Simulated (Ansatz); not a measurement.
For Al₃Sc (I4/mmm, No. 139, 4 atoms in the cell; start mp-999204; a measured phase of this formula has another space group), PBEsol (Ansatz, a quantum-chemistry and plane-wave program, plane waves, PAW) gives:

```
Quantity                    Value
-------------------  ------------
lattice parameter a       3.990 Å
lattice parameter c       8.745 Å
bulk modulus B0          87.4 GPa
cohesive energy      4.37 eV/atom
```

What does r²SCAN in Ansatz (PAW) give for the same quantities?


- lattice constant a: 4.005 Å (rises by 0.4 %)
- lattice parameter c: 8.763 Å (goes up by 0.2 %)
- bulk modulus: 89.5 GPa (grows by 2.4 %)
- cohesive energy: 4.08 eV/atom (falls by 0.29 eV/atom)

Changes are worked out from the printed values.

Unless a cell is named, each level is at its own relaxed cell (PBEsol 17.40, r²SCAN 17.57 Å³/atom).

The crystal itself was run without spin with PBEsol, r²SCAN; a magnetic state was not tried in these runs.

Caveats: the bulk modulus is −V dP/dV from two relaxed cells at ±2 % in volume (PBEsol, r²SCAN); the relaxation could not lower the start's symmetry, so the cell can be a saddle point above a distorted one (PBEsol, r²SCAN). Ansatz's density-functional and Hartree–Fock values are scalar-relativistic unless marked +SOC, with PAW data made under PBE.

A start named mp-… is a Materials Project structure, which need not be a measured phase.
